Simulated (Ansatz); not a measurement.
Consider this model of amorphous IGZO (In$_{15}$Ga$_{15}$Zn$_{15}$O$_{60}$).

```xyz
105
Lattice="11.2174 -0.1628 0.1609 -0.1628 11.5006 0.0214 0.1609 0.0214 11.0527" Properties=species:S:1:pos:R:3 pbc="T T T"
In     9.2609     0.0572     1.9601
In     8.3148     8.3294     2.7488
In    10.5420     2.7624     0.3052
In     1.6803     1.6386     2.1564
In     5.2376     8.9134     4.5387
In     4.9404     3.7040     8.2366
In     7.2380     7.1023     9.6645
In     7.6806     9.3853     7.3041
In     4.0140     5.7290     5.7134
In     4.5272     0.2809     8.0641
In     1.1607     9.3653     7.8441
In    10.0305     9.1077    10.8741
In     1.0827     4.0789     4.7014
In     7.7247     1.3071     7.5921
In     2.0079     5.6889     8.9000
Ga    10.2216    11.1777     6.0597
Ga     2.0860     1.1318     6.2663
Ga     4.4482     1.7918     0.1470
Ga     1.9443     7.3110     3.7843
Ga     4.9712     8.4518    10.9925
Ga    10.4023     8.0820     5.4518
Ga     8.2543     4.1105     9.4950
Ga     4.1041     0.8347     4.2819
Ga     7.0738     2.7386     1.3530
Ga    10.8797     3.0335     7.9144
Ga     9.1038     5.2688     4.6317
Ga     4.0204     8.3299     7.8917
Ga     4.1524     3.5638     2.8768
Ga     6.5535     3.2345     4.9711
Ga     9.9669     6.1753     0.2232
Zn     0.4559     9.8032     2.7667
Zn     6.1465     5.7630     2.9362
Zn    10.1173     6.1820     7.8751
Zn     7.2263     5.5832     6.9379
Zn     1.7540     7.4966     0.4468
Zn     3.2097     9.8603     2.2983
Zn     1.5030     4.8693     1.3226
Zn     2.1765     2.1165     9.6162
Zn     2.2349    10.6169    10.7059
Zn     4.7962     5.1518    11.1058
Zn     7.7294    -0.0813     4.6190
Zn     7.2888    10.5375    10.1800
Zn     5.9498    11.1633     1.8504
Zn     9.5688     2.2904     3.8145
Zn    10.4940     0.1439     9.3128
O      7.4952     4.5511     3.9750
O      1.9115     5.9755     5.1306
O      0.4906    10.3690     9.6563
O      8.6821     7.3765     0.8743
O      1.3352     6.7230     2.1749
O      6.6016    10.9633     8.3740
O      9.7741     0.4316     4.4638
O      4.6098    10.8916     3.2920
O      3.8694     0.2781     6.0172
O      5.7366     4.0859     1.6855
O      1.4856     2.7919     0.2883
O      9.1064     5.2299     6.4742
O      5.9056     9.8098     0.4607
O     10.3687     4.0008     4.1008
O      9.4738     0.1144     7.6259
O      3.4531     4.9603     7.5909
O     10.9729     7.7861     7.1932
O      3.4525     8.3771     3.5254
O      4.5613     7.7049     6.2114
O      8.0414     1.8129     2.6238
O      0.7214     8.7292     4.3089
O      3.6131     0.5812    10.1986
O      0.2153     4.9034     8.2544
O      3.7891     1.9149     1.8958
O      5.8637     1.9092     8.2617
O      9.1136    11.2241    10.9057
O      4.4011     5.2556     3.7117
O      0.1862     7.6112    10.5197
O      3.0710     8.9723     0.4205
O      4.3832     3.4327    10.2856
O      9.3028     9.5410     5.7996
O      2.7801     5.7724    10.8537
O      6.1825     1.2508     0.5854
O      8.5426     3.2621    11.1249
O      7.5356     1.7680     5.5367
O      5.8150     4.4200     6.2734
O      5.6439     6.7595     0.3082
O      6.5001     7.5969     3.4175
O      6.6600     4.9160     8.9845
O      0.7358    11.1354     6.5636
O     10.0124     9.5705     1.9956
O      0.6109     2.6478     6.2148
O      8.3999     8.9501     9.4851
O      9.1201     5.8082     9.6700
O      2.2447     1.3413     4.2910
O      2.3307     7.6185     8.2762
O      6.5012    10.1216     5.6560
O      3.2261    10.0138     8.1619
O      5.0284     2.4850     4.1929
O      2.1378     3.7585     2.8915
O      5.3207     8.2057     9.1709
O     10.7926     4.7231     0.9121
O      7.5314    10.4365     2.8683
O      9.4491     7.0645     4.1833
O      1.6332    10.9534     1.7374
O      8.9840     2.9729     8.2079
O      2.8768     1.8752     7.8541
O     11.2774     1.9377     9.4193
O     10.7459     1.5559     2.0641
O      7.5105     7.3418     7.5373
```

Computed with PBE, scalar-relativistic without spin-orbit coupling (plane waves to 420 eV, PAW; Ansatz, a first-principles code).

Preparation: random packing, a CHGNet melt and quench, and a DFT relaxation. O atoms were pushed apart under 1.9 Å during the dynamics, to hinder bonds among them. The hot cell started wider than the set density and was brought back towards it in steps. It is the lowest in DFT energy of 4 quenches. It is a model cell: composition and starting density were chosen by hand, and all elements were melted together. No dispersion term was used. Its density started from a set value of 5.49 and ended at 5.49 g/cm³. The simulated quench (nominally 170 K/ps over its main leg) is rapid and tends to freeze in more defects than a deposited or slowly cooled glass has. One small periodic cell is one sample of the glass; other quenches scatter about these values. The volume was held where the preparation left it and the shape relaxed, at a PBE pressure of -0.2 GPa (tension).

Cut-offs for bonds: In-In 3.12 Å, In-Ga 2.90 Å, In-Zn 2.90 Å, In-O 2.58 Å, Ga-Ga 2.68 Å, Ga-Zn 2.68 Å, Ga-O 2.26 Å, Zn-Zn 2.68 Å, Zn-O 2.44 Å, O-O 1.58 Å. Two cations that share two anions don't count as bonded, nor two that share one unless they lie closer than In-In 3.04 Å, In-Ga 2.82 Å, In-Zn 2.82 Å, Ga-Ga 2.61 Å, Ga-Zn 2.61 Å, Zn-Zn 2.61 Å.

Q: Give the coordination numbers, mean bond lengths and angles.

A: 
The mean coordination of In by anions is 5.13 (2 with 4, 9 with 5, 4 with 6), the mean coordination of Ga by anions is 4.13 (13 with 4, 2 with 5) and the mean coordination of Zn by anions is 4.00 (1 with 3, 13 with 4, 1 with 5). The mean coordination of O is 3.32 (41 with 3, 19 with 4). The mean In-O bond is 2.180 Å (spread 0.086 Å, 77 counted). The mean Ga-O bond comes out as 1.894 Å (spread 0.053 Å, 62 counted), the mean Zn-O bond is 2.023 Å (spread 0.093 Å, 60 counted) and the bond angle at In is mean 105.5°, spread 26.5°. The bond angle at Ga comes out as mean 108.7°, spread 14.9°. The bond angle at Zn is mean 109.1°, spread 20.0° and the bond angle at O is mean 112.5°, spread 13.9°.

Q: List the pairs of like atoms that count as bonded by the rules above.

A: There are none by these rules.
